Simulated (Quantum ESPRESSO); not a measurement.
## σxx against uniaxial strain in CsCl-type AuZn (space group 221): C11 (Quantum ESPRESSO, PBEsol)

```yaml
crystal:
  lattice:
    - [3.07977, 0.00000, 0.00000]
    - [0.00000, 3.12667, 0.00000]
    - [0.00000, 0.00000, 3.12667]
  atoms:
    - { symbol: Zn, position: [0.50000, 0.50000, 0.50000] }
    - { symbol: Au, position: [0.00000, 0.00000, 0.00000] }
```

Computed with PBEsol, GBRV 1.5 ultrasoft (PBESOL) pseudopotentials (plane waves; Quantum ESPRESSO). Settings: ecutwfc = 65 Ry; ecutrho = 520 Ry; occupations = smearing; smearing = fermi-dirac; degauss = 0.0036749 Ry; potentials = {Zn: zn_pbesol_v1.uspp.F.UPF, Au: au_pbesol_v1.uspp.F.UPF}; K_POINTS = automatic 22 22 22 0 0 0; conv_thr = 1e-10 Ry. The cell above is the first row's. The rows stretch one cube axis (x) by the strain ε and hold the other two. Stress is positive in tension. In all rows fractional positions and the k mesh are held.

| ε (%) | σxx (GPa) |
|---|---|
| -1.5 | ? |
| -1.0 | -1.47 |
| -0.5 | -0.64 |
| 0.0 | 0.16 |
| 0.5 | 0.92 |
| 1.0 | 1.63 |
| 1.5 | 2.30 |
| 2.0 | 2.95 |

Question: Fit σxx against ε with a parabola, and predict the withheld value at ε = -1.5.

Answer: Least squares gives σxx = 0.159 + 1.5507·ε - 0.0786·ε². Residuals (row less fit): 0.000, -0.004, 0.001, 0.005, -0.001, -0.008, 0.004; standard error 0.006 (degrees of freedom: 4). The slope at ε = 0, 1.5507 GPa per cent, gives C11 ≈ 100 × 1.5507 = 155 GPa, for the static lattice. At the withheld row, σxx = 0.159 + 1.5507 × (-1.5) - 0.0786 × (-1.5)² = -2.344 GPa. The calculation gives -2.32 GPa, 0.024 GPa above the prediction (0.5 % of the range of σxx in the table). The row lies outside the fitted rows, so this is an extrapolation. From the scatter of the fitted rows alone, a prediction at this place has a standard error of 0.011 GPa, so the miss is 2.3 times that.

Carrying the step between the two nearest rows on in a straight line would have given -2.30, off by 0.02; series whose last step already gives the withheld value aren't shown. The reference cell has the volume at which an earlier scan in this program and functional put its minimum by a fit. The runs keep the symmetry of the cell, so they don't test it for distortions. The unstrained cell stands at a pressure of -0.16 GPa, and the constants belong to that pressure. By symmetry this strain leaves no force on the atoms; the largest in the rows is 0.000 eV/Å. Spin-orbit coupling is off. Without a gap such slopes are sensitive to mesh and smearing. Cutoffs and mesh are single choices, not tested for convergence of this quantity. Series with a scatter that would blur these digits, or in which a gap closes, are not shown. Strain series were run only where this level's volume lies within 10 % of a first guess from the measured size.
